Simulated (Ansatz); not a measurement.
# BAs: response to strain

Start from BAs in the zinc blende structure (space group F-43m, No. 216; a = 4.7839 Å).

Strains are applied to the cell and any free atomic positions relax.

The values are results of plane-wave PAW DFT at the r2SCAN level (Ansatz, a program for electronic structure, 500 eV), spin-orbit coupling left out, not measurements.

Notes on the quantities. energy relative to the base: free energy F.

| change | pressure | energy relative to the base | shortest interatomic distance | band gap |
|---|---|---|---|---|
| base | 0.00 GPa | 0 meV/atom | 2.071 Å | 1.38 eV |
| isotropic strain +0.50 % | -2.04 GPa | +1.3 meV/atom | 2.082 Å | 1.39 eV |
| isotropic strain +1.00 % | -3.96 GPa | +5.2 meV/atom | 2.092 Å | 1.41 eV |
| isotropic strain +1.50 % | -5.74 GPa | +12 meV/atom | 2.103 Å | 1.42 eV |
| isotropic strain +2.00 % | -7.41 GPa | +20 meV/atom | 2.113 Å | 1.44 eV |
| isotropic strain +2.50 % | -8.96 GPa | +31 meV/atom | 2.123 Å | 1.45 eV |
| isotropic strain +3.00 % | -10.41 GPa | +44 meV/atom | 2.134 Å | 1.46 eV |

No phonon test of stability was made.
